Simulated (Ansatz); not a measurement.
**Fermi-surface data of MoSi (P-6m2)**

Consider the following.

```
MoSi
1.0
    3.09944     0.00000     0.00000
   -1.54972     2.68420     0.00000
    0.00000     0.00000     3.49525
Si Mo
1 1
Direct
  0.00000   0.00000   0.00000
  0.33333   0.66667   0.50000
```

All values below come from PBEsol, rigid bands (plane waves, PAW, scalar-relativistic; Ansatz, a program for electronic structure). Geometry: cell and atoms relaxed with PBEsol.

The density of states at the Fermi level is 0.784 states/(eV·cell), both spins and the bare Sommerfeld coefficient comes out as 0.92 mJ/(mol of atoms·K²). The drude plasma energy is 3.8 (x), 3.8 (y), 4.1 (z) eV. The root-mean-square Fermi velocity is 4.6e5 m/s and the resistivity times τ is 34 (x), 34 (y), 29 (z) ×10⁻²² Ω·m·s.

A metal at this level (no band gap); rigid bands, thermally averaged at 300 K, both spins. Spin-orbit coupling is left out. τ is one relaxation time for all states.

Computed structure with no diffraction record at hand here (it may be known, metastable or hypothetical): MoSi (P-6m2).
